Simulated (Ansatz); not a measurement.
Consider WGe in the rock salt structure (space group Fm-3m, No. 225; a = 5.1578 Å; a hypothetical phase, not in the database extracts checked; relaxed with 0.1 eV smearing). Axes: x, y, z lie along the cube axes.

All numbers come from plane-wave PAW DFT at the PBE level (Ansatz, a program for electronic structure, 420 eV), scalar-relativistic without spin-orbit coupling, earlier PAW set.

A first run, uniaxial strain ε_zz = −2.27 %, gives secant values C11 ≈ 450 GPa and C12 ≈ 65 GPa from its stress. A second run applies biaxial strain −1.87 %, plane normal [001], relaxed out of plane.

Task: What does linear elasticity predict for −ε⊥/ε∥ in the second run, and what does the run give?

Result: Linear elasticity: 2 C12/C11 = 0.29. The run gives 0.34; any difference comes from nonlinear terms at these strains and numerical noise.

No phonon test of stability was made. All final runs are without spin polarisation. WGe has a high density of states at the Fermi level and may be magnetic at this level.
